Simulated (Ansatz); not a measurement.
The parent structure is SiO₂ in the rutile structure (space group P4_2/mnm, No. 136; a = 4.1945 Å, c = 2.6785 Å).

Calculations: Ansatz (an electronic-structure program) PBEsol, no spin-orbit coupling.

Strains are applied to the cell and any free atomic positions relax.

One change was made to it. Results:

```tsv
quantity	base	after
valence-band top at Γ (three highest levels, from the VBM)	0.00, -0.88, -0.88 eV	0.00, -0.96, -0.96 eV
mean gap deformation potential ΔEg/Δln V	–	-17.0 eV
energy relative to the base (free energy F)	0 meV/atom	+41 meV/atom
```

Q: What was done to the base?
(A) isotropic strain −3.00 %
(B) isotropic strain −1.80 %
(C) isotropic strain −0.60 %
(D) isotropic strain −2.40 %
(E) isotropic strain −1.20 %

A: D, isotropic strain −2.40 %. For comparison, the valence-band top at Γ in the other runs: isotropic strain −0.60 % gives 0.00, -0.90, -0.90 eV; isotropic strain −1.80 % gives 0.00, -0.94, -0.94 eV; isotropic strain −3.00 % gives 0.00, -0.98, -0.98 eV; isotropic strain −1.20 % gives 0.00, -0.92, -0.92 eV.

Stability against distortions was not tested.
